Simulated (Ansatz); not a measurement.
**Migration barriers: Ga vacancy in wurtzite GaN, charge state -3**

System: Ga vacancy in wurtzite GaN (charge state -3). The numbers are results of PBE, PAW (plane waves to 420 eV; Ansatz, an electronic-structure program), not measurements.

72-site cell at the relaxed PBE lattice, one k-point at (0.125, 0.250, 0.250), smearing 0.01 eV, spin-restricted, no finite-size correction. Static, classical nuclei. The charge state is imposed; whether it is stable for some Fermi level was not computed. Forms of the defect that were not tried may lie lower.

Barriers: single points on a 2×2×2 k-point mesh shifted by half a step along c at the bands' geometries (they differ from the bands' own by up to 0.06 eV, and are uncertain by about as much).

```
Route                                                     Start site over the lowest site run (eV)  Hop (Å)  Forward barrier (eV)  Backward barrier (eV)              Neighbours at the start                                 Neighbours at the saddle                        Saddle order  Forward, on the band's own sampling (eV)
--------------------------------------------------------  ----------------------------------------  -------  --------------------  ---------------------  -----------------------------------  -------------------------------------------------------  ----------------------------------  ----------------------------------------
one Ga atom jumps into the vacancy from a nearby Ga site                                      0.00     3.10                  1.99                   1.99  N at 1.87, 2 N at 1.98, N at 2.02 Å                                   N at 1.78, N at 1.88 Å  not checked, on a symmetry element                                      1.93
one Ga atom jumps into the vacancy from a nearby Ga site                                      0.00     3.11                  2.16                   2.16  N at 1.87, 2 N at 1.98, N at 2.00 Å  N at 1.82, N at 2.23, N at 2.28, N at 2.32, N at 2.33 Å                         not checked                                      2.15
```

Paths come from climbing-image nudged elastic band runs. Of the routes that converged and passed our checks, the lowest saddle point lies 1.99 eV above the lowest of the sites run (one Ga atom jumps into the vacancy from a nearby Ga site); other sites, such as split forms, and other routes may lie lower. A band can be held on a symmetry element, so unchecked saddle points there may be too high.

The whole set of runs took around 2.4 core-hours (rough).
